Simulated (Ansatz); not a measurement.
# HgTe (model structure, started from the WC type, P-6m2, No. 187, 2 atoms in the cell): properties by level of theory

| level (code) | lattice constant a (Å) | lattice parameter c (Å) |
|---|---|---|
| PBE (Ansatz) | … | 3.877 |
| PBEsol (Ansatz) | 4.038 | 3.898 |
| r²SCAN (Ansatz) | 4.172 | 3.869 |

Task: Fill in the missing entries.

Result: 
- PBE (Ansatz, a quantum-chemistry and plane-wave program), lattice constant a (Å): 4.220

Ansatz's density-functional and Hartree–Fock values are scalar-relativistic unless marked +SOC, with PAW data made under PBE.

Static lattice: no zero-point or thermal effects.

A model structure was made by putting elements into a prototype or built by hand; it is no filed structure, need not be a known phase, and can be a saddle point held by its symmetry.
